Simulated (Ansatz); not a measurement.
SmCl₂ (Pnma, No. 62; start mp-29453; cell taken from a computed entry) was calculated with PBEsol in Ansatz (PAW).

Numerical settings: plane-wave cutoff 500 eV, 4×12×6 k mesh (along the axes of the cell as run), Fermi–Dirac smearing 0.05 eV, spin-polarised start, scalar-relativistic PAW data made under PBE.

Computed at the level's own relaxed cell.

What does this level give for the equilibrium volume per atom?


- equilibrium volume per atom = 23.73 Å³/atom

Note: the magnetic order was assumed, not searched for or taken from measurement; the relaxation could not lower the start's symmetry, so the cell can be a saddle point above a distorted one; the 4f shell is treated without U or exact exchange, so its levels and filling can be wrong.

Spin–orbit coupling is not included.

Static lattice: no zero-point or thermal effects.

Cost on a shared machine: roughly 3 core-hours.

A start named mp-… is a Materials Project structure, which need not be a measured phase.

Ansatz is an electronic-structure program.
